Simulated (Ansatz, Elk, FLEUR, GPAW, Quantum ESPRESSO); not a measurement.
**Code comparison for Ti₃In (Fm-3m, 4 atoms in the cell)**

Self-consistent single point.

```
CELL_PARAMETERS angstrom
      0.00000     3.32106     3.32106
      3.32106     0.00000     3.32106
      3.32106     3.32106     0.00000
ATOMIC_POSITIONS crystal
  Ti 0.75000 0.75000 0.75000
  Ti 0.25000 0.25000 0.25000
  Ti 0.00000 0.00000 0.00000
  In 0.50000 0.50000 0.50000
```
Moments meant for the start (each program seeds them in its own way; μB, in the order of the atoms Ti Ti Ti In): 0.0 0.0 1.0 0.0.

Shared settings, as Ansatz (a program for electronic structure) writes them: kpoints.mp_grid.grid = 2 2 2; scf.occupations.method = fermi_dirac; scf.occupations.width = 0.1 eV. Potentials and cutoffs stand in the table.

| code | model | pressure (GPa) | size of the net moment (μB/atom) | cutoff |
|---|---|---|---|---|
| FLEUR | PBEsol, all-electron FLAPW (FLEUR), scalar-relativistic valence | – | 0.73 | Kmax 4 1/bohr |
| GPAW | PBEsol, GPAW PAW datasets PBEsol (made by gpaw-setup) | -5.38 | 0.00 | 850 eV |
| Elk | PBEsol, all-electron FP-LAPW, Elk's shipped species files, APW+lo basis with extra local orbitals | – | 0.71 | rgkmax 7.5 |
| Ansatz | PBEsol, PAW files made with PBE | -4.02 | 0.73 | default |
| Quantum ESPRESSO | PBEsol, GBRV 1.5 ultrasoft (PBESOL) pseudopotentials | -4.11 | 0.73 | 50 Ry |

A dash marks a value that a program does not give, or that is left out as unsure.

The net moments differ, which can mean other magnetic states; other values may part for that reason too.

On Ansatz's run: the magnetic order is the one reached from the typed start; others were not searched systematically.

The spread over the programs that give each value: pressure within 1.36 GPa; size of the net moment within 0.73 μB/atom.

FLEUR and Elk treat all electrons, but the usual bases taken here (sphere radii, linearisation, local orbitals, empty states) were not tested for convergence, so the values are no reference for the others. Ansatz's pressure is given at a fixed set of plane waves, as the other plane-wave codes print theirs. In the pressure, GPAW (by 1.27) lies more than 1 GPa from the median of the plane-wave programs.

On the base mesh (8 8 8) the same programs gave: Ansatz pressure -4.58 GPa; Quantum ESPRESSO pressure -4.66 GPa; GPAW pressure -4.55 GPa.

The values differ from the base mesh's, so the mesh still matters here: the table compares the programs at equal settings.

The starting cell comes from a database of computed structures (which also holds hypothetical and non-ambient phases and stackings), without a prior relaxation at this level.

Keys are those of Ansatz 0.2.
